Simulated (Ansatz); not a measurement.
Consider Sc in the hcp (Mg type) structure (space group P6_3/mmc, No. 194; relaxed with 0.1 eV smearing).

```
Sc
1.0
    3.27535     0.00000     0.00000
   -1.63768     2.83654     0.00000
    0.00000     0.00000     5.10512
Sc
2
Direct
  0.66667   0.33333   0.25000
  0.33333   0.66667   0.75000
```

Cartesian axes are those of the cell as printed.

Method: DFT with PBEsol, PAW potentials and a 420 eV plane-wave cutoff in Ansatz (a program for electronic structure), no spin-orbit coupling.

One thing is altered: every lattice vector is shortened by 2.50 %, atoms relaxed at fixed cell.

**Question.** Predict the stress tensor and what it implies for the stiffness.

**Answer.** Stress of the strained cell less that of the base (GPa, compression positive):
```
    5.0     0.0     0.0
    0.0     5.0     0.0
    0.0     0.0     4.7
```

Then B = −ΔP/(ΔV/V₀) with ΔV/V₀ = -0.0731 gives secant stiffness values (nonlinear terms included at this strain): B (at held cell shape, above the free-shape value) ≈ 67 GPa.

As a check, the harmonic strain energy −½ V₀ Δσ:ε is 27 meV/atom; the computed energy rise is 25 meV/atom.

Stability against distortions was not tested. All final runs are without spin polarisation.
